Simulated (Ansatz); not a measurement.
Cell and atoms of amorphous Zr20O43In2:

```xyz
65
Lattice="9.0698 0.1595 0.1963 0.1595 9.6178 -0.1916 0.1963 -0.1916 9.3041" Properties=species:S:1:pos:R:3 pbc="T T T"
Zr     6.2010     7.4727     7.1322
Zr     0.6438     8.9798     7.0894
Zr     0.2686     0.6638     1.1376
Zr     0.2677     5.4289     5.5136
Zr     5.3340     1.8464     3.6149
Zr     7.3803     8.6564     4.1658
Zr     6.7825     1.1424     7.0532
Zr     3.6238     0.5575     7.9269
Zr     8.8130     6.0813     0.1048
Zr     4.6300     3.7272     6.9896
Zr     1.2123     7.4473     2.5036
Zr     8.7190     3.8113     2.5214
Zr     2.6748     3.4582     0.6999
Zr     4.5734     7.5742     2.6514
Zr     6.2064     5.5380     4.6378
Zr     3.0253     4.1473     4.0567
Zr     3.1545     7.1485     5.5585
Zr     0.8790     2.9339     7.3690
Zr     5.7988     3.5078     0.7324
Zr     3.2230     6.4480     9.1017
O      0.2050     1.7419     2.9318
O      5.8625     5.4633     6.7158
O      4.8675     7.6510     0.6199
O      3.2937     5.0622     6.1818
O      3.9061     7.6264     7.5044
O      4.0004     1.9059     0.3238
O      8.8353     4.7794     7.5662
O      5.7557     9.4290     8.0498
O      2.8341     2.6314     7.7396
O      8.9127     1.5305     6.8702
O      1.7076     5.9854     4.2088
O      1.2176     7.0526     6.5780
O      7.9684     4.4746     4.2810
O      5.3458     7.8798     5.2937
O      1.7438     3.8498     2.4959
O      0.3513     8.5438     4.1658
O      7.4250     4.6442     0.9716
O      1.7344     0.1689     8.7344
O      1.2981     3.5709     5.4530
O      1.9071     9.3309     1.8826
O      6.4297     2.9199     8.0786
O      4.2577     5.9103     3.9666
O      9.1586     5.9725     2.1351
O      0.6061     2.6990     0.3982
O      7.7201     8.8892     6.4634
O      7.6038     7.1553     8.6662
O      1.8757     4.8146     8.9314
O      3.0225     8.2619     3.8239
O      2.4039     9.5087     6.0579
O      4.7881     1.6194     6.5828
O      6.7117     1.0069     4.9107
O      6.5016     6.9615     3.1018
O      2.9442     6.5146     1.7927
O      3.3003     1.9789     4.0275
O      4.3387     3.6760     2.2504
O      8.1195     0.3285     9.0892
O      6.7338     2.3996     2.1806
O      5.5614     9.4956     2.6844
O      8.2412     8.9069     2.1212
O      5.2221     3.6196     4.8754
O      4.4229     4.5439     9.0463
O      7.6823     6.7577     5.4604
O      1.1207     7.4732     0.1315
In     6.6242     8.9455     0.6815
In     1.7075     0.6066     4.1428
```

Level of theory: PBE, scalar-relativistic without spin-orbit coupling (plane waves to 420 eV, PAW; Ansatz, an electronic-structure program).

A CHGNet melt-quench gave the starting glass, which DFT then relaxed. O atoms were pushed apart under 1.9 Å during the dynamics, to hinder bonds among them. The hot cell started wider than the set density and was brought back towards it in steps. It is the lowest in DFT energy of 2 quenches. It is a model cell: composition and starting density were chosen by hand, and all elements were melted together. No dispersion term was used. Its density started from a set value of 5.42 and ended at 5.62 g/cm³. The simulated quench (nominally 380 K/ps over its main leg) is rapid and tends to freeze in more defects than a deposited or slowly cooled glass has. One small periodic cell is one sample of the glass; other quenches scatter about these values. Volume and shape were free in the relaxation.

Cut-offs for bonds: Zr-Zr 3.41 Å, Zr-O 2.74 Å, Zr-In 3.27 Å, O-O 1.58 Å, O-In 2.50 Å, In-In 3.12 Å. Two cations that share two anions don't count as bonded, nor two that share one unless they lie closer than Zr-Zr 3.32 Å, Zr-In 3.18 Å, In-In 3.04 Å.

**Question.** Give the coordination numbers, mean bond lengths and angles.

**Answer.** 
The mean coordination of Zr by anions is 6.75 (9 with 6, 7 with 7, 4 with 8) and the mean coordination of O is 3.42 (25 with 3, 18 with 4). The mean coordination of In by anions comes out as 6.00 (2 with 6) and the mean Zr-O bond comes out as 2.185 Å (spread 0.138 Å, 135 counted). The mean O-In bond comes out as 2.235 Å (spread 0.065 Å, 12 counted) and the bond angle at Zr is mean 101.4°, spread 29.5°. The bond angle at O is mean 110.5°, spread 17.4°. The bond angle at In comes out as mean 102.3°, spread 30.1°.

**Question.** List the pairs of like atoms that count as bonded by the rules above.

**Answer.** There are none by these rules.
